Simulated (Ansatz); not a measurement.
Candidate structures of Ge2Sb2Te5, relaxed level by level: Ge2Sb2Te5 (Cm, No. 8, 9 atoms in the cell; start mp-1224407); Ge2Sb2Te5 (P-3m1, No. 164, 9 atoms in the cell; start mp-1224375); Ge2Sb2Te5 (model structure, P3m1, No. 156, 9 atoms in the cell); Ge2Sb2Te5 (model structure, R-3m, No. 166, 9 atoms in the cell). Levels: LDA (plane waves, PAW; Ansatz, an electronic-structure program).

Q: Which structure has the lowest energy at each level, and how far above it lie the others?

A: Lowest: LDA, Ge2Sb2Te5 (P-3m1, No. 164, 9 atoms in the cell; start mp-1224375) (within 10 meV/atom of Ge2Sb2Te5 (model structure, R-3m, No. 166, 9 atoms in the cell), too close to call). Energies above the lowest of these candidates, meV/atom:

```csv
structure,LDA
"Ge2Sb2Te5 (P-3m1, No. 164, 9 atoms in the cell; start mp-1224375)",0
"Ge2Sb2Te5 (model structure, R-3m, No. 166, 9 atoms in the cell)",6
"Ge2Sb2Te5 (model structure, P3m1, No. 156, 9 atoms in the cell)",9
"Ge2Sb2Te5 (Cm, No. 8, 9 atoms in the cell; start mp-1224407)",52
```

Static-lattice energies; unlike cells have unlike k meshes, which leaves some meV/atom of uncertainty, and other structures than these can lie lower.

Note: the relaxation could not lower the start's symmetry, so the cell can be a saddle point above a distorted one.

A model structure was made by putting elements into a prototype or built by hand; it is no filed structure, need not be a known phase, and can be a saddle point held by its symmetry.

A start named mp-… is a Materials Project structure, which need not be a measured phase.
